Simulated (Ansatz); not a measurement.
Defect migration in alpha quartz: interstitial Al, charge state +3. Level of theory: PBE, PAW (plane waves to 420 eV; Ansatz, a program for electronic structure).

Settings: 72 host sites, the relaxed PBE lattice, the Γ point alone, smearing 0.01 eV, spin-restricted, no image-charge correction. No zero-point or tunnelling terms. The charge state is imposed; whether it is stable for some Fermi level was not computed. Sites that were not tried may lie lower.

Barriers: single points on a 2×2×2 k-point mesh shifted by half a step along c at the bands' geometries.

The step: a concerted move, in which Al travels most. Atoms about the jump, Cartesian Å from the middle of the jump, before and after:

```
atom     x0     y0     z0     x1     y1     z1
----  -----  -----  -----  -----  -----  -----
Al1    0.37  -0.59   0.46  -0.37   0.59  -0.46
O2    -1.15  -1.27  -0.24  -1.23  -1.16  -0.21
O3     1.70   0.23  -0.47   1.57   0.45  -0.71
O4    -1.32   0.05  -2.50  -1.25   0.14  -2.17
O5     0.42   0.97   1.40   0.45   1.12   1.24
O6    -1.98   1.95   1.21  -1.83   1.48   0.75
Si7   -2.31  -0.62  -1.43  -2.43  -0.80  -1.39
Si8    1.69   1.70   0.47   1.86   1.68   0.47
Si9   -0.99   1.45   2.37  -0.92   1.47   2.20
O10    0.54  -2.24   1.17   0.61  -2.31   1.26
O11   -0.76   2.57  -2.08  -0.41   2.29  -1.67
Si12  -0.93  -2.84   0.46  -0.80  -2.67   0.56
```

Question: Where do these atoms stand at the saddle point, and how high is it?

Answer: 
```json
[
 {"atom": "Al1", "x": "-0.24", "y": "0.18", "z": "-0.27"},
 {"atom": "O2", "x": "-1.30", "y": "-1.32", "z": "-0.21"},
 {"atom": "O3", "x": "1.56", "y": "0.43", "z": "-0.69"},
 {"atom": "O4", "x": "-1.16", "y": "0.31", "z": "-1.91"},
 {"atom": "O5", "x": "0.42", "y": "1.02", "z": "1.29"},
 {"atom": "O6", "x": "-1.88", "y": "1.42", "z": "0.82"},
 {"atom": "Si7", "x": "-2.43", "y": "-0.71", "z": "-1.40"},
 {"atom": "Si8", "x": "1.76", "y": "1.72", "z": "0.47"},
 {"atom": "Si9", "x": "-0.97", "y": "1.41", "z": "2.23"},
 {"atom": "O10", "x": "0.54", "y": "-2.35", "z": "1.24"},
 {"atom": "O11", "x": "-0.60", "y": "2.74", "z": "-1.99"},
 {"atom": "Si12", "x": "-0.86", "y": "-2.83", "z": "0.57"}
]
```
It lies 0.60 eV above the start and 0.11 eV above the end. The saddle point's order was not checked.
